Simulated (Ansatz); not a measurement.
Base system: Cu in the fcc (Cu type) structure (space group Fm-3m, No. 225; a = 3.564 Å; relaxed with 0.1 eV smearing).

All numbers come from PBEsol (Ansatz, a quantum-chemistry and plane-wave program, PAW, without spin-orbit coupling).

For the base:

| Quantity | Value |
|---|---|
| Pressure | 0.0 GPa |

It is then changed as follows: the cell is scaled by 1.0300 in all directions, atoms relaxed at fixed cell.

Question: What does the calculation give for the energy relative to the base and pressure after the change?

Answer: The energy goes up by 43 meV/atom; the pressure goes from zero to -11.9 GPa.

The cells carry an imposed strain or load. No phonon test of stability was made. The final runs are not spin-polarised.
